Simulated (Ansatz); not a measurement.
Take ZnS in the wurtzite structure (space group P6_3mc, No. 186; a = 3.8451 Å, c = 6.3057 Å) as the base.

Levels (all Ansatz, a program for electronic structure, PAW, earlier PAW set): PBE (420 eV, no SOC); r2SCAN (500 eV, without spin-orbit coupling); HSE06 (420 eV, no SOC); PBE+SOC (420 eV, spin-orbit coupling included).

Levels that relaxed their own cell: PBE.

```tsv
level	band gap
PBE	2.07 eV
r2SCAN	2.64 eV
HSE06	3.29 eV
PBE+SOC	2.05 eV
```

Problem. From these computed values, estimate the measured ones, and say how each level misses.

Solution. Measured: band gap 3.91 eV (temperature not stated; as listed in Mehmet Aras, Çetin Kılıç, The Journal of Chemical Physics (2014)). Computed minus measured — band gap: PBE -1.84 eV, r2SCAN -1.27 eV, HSE06 -0.62 eV, PBE+SOC -1.86 eV (closest: HSE06). Measured values not marked as corrected hold thermal and zero-point effects that the static-lattice runs lack. A measured gap can be an optical one, lowered by exciton binding.

Single points use the geometry relaxed with PBE. Differences between runs with and without spin-orbit coupling are approximate. No phonon test of stability was made.
